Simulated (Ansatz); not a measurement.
This Ansatz (an electronic-structure program) input is the reference run, AlN in the wurtzite structure (space group P6_3mc, No. 186), computed with PBE (Ansatz), without spin-orbit coupling, earlier PAW set:

Ansatz 0.2 input:
```yaml
crystal:
  lattice:
    - [3.129799952, 0, 0]
    - [-1.564899976, 2.7104862672, 0]
    - [0, 0, 5.0173296815]
  atoms:
    - { symbol: Al, position: [0.6666666667, 0.3333333333, 0.0033720988] }
    - { symbol: Al, position: [0.3333333333, 0.6666666667, 0.5033720988] }
    - { symbol: N, position: [0.6666666667, 0.3333333333, 0.6218279012] }
    - { symbol: N, position: [0.3333333333, 0.6666666667, 0.1218279012] }
basis: { ecutwfc: 420, ecutrho_ratio: 4, xc_grid: 2, fft_grid_basis: typed }
kpoints: { mp_grid: { grid: [12, 12, 7] } }
hamiltonian:
  xc: pbe
  dispersion: none
  pseudopotentials: { azcp: { folder: ./paw }, kind: paw }
scf: { occupations: { method: fermi_dirac, width: 0.05 }, convergence: { dr2_threshold: 0.0000000004 } }
output: { forces: true, stress: true }
checkpoint: { write: state.ck, write_every: 1000 }
```

Write the input for this change: an isotropic linear strain of −3.19 %, atoms relaxed at fixed cell.


Ansatz 0.2 input:
```yaml
crystal:
  lattice:
    - [3.0299593335, 0, 0]
    - [-1.5149796668, 2.6240217553, 0]
    - [0, 0, 4.8572768647]
  atoms:
    - { symbol: Al, position: [0.6666666667, 0.3333333333, 0.0033720988] }
    - { symbol: Al, position: [0.3333333333, 0.6666666667, 0.5033720988] }
    - { symbol: N, position: [0.6666666667, 0.3333333333, 0.6218279012] }
    - { symbol: N, position: [0.3333333333, 0.6666666667, 0.1218279012] }
basis: { ecutwfc: 420, ecutrho_ratio: 4, xc_grid: 2, fft_grid_basis: typed }
kpoints: { mp_grid: { grid: [12, 12, 7] } }
hamiltonian:
  xc: pbe
  dispersion: none
  pseudopotentials: { azcp: { folder: ./paw }, kind: paw }
scf: { occupations: { method: fermi_dirac, width: 0.05 }, convergence: { dr2_threshold: 0.0000000004 } }
relax: { f_tol: 0.005, max_steps: 50 }
output: { forces: true, stress: true }
checkpoint: { write: state.ck, write_every: 1000 }
```
This is the input that was run.

Stability against distortions was not tested.
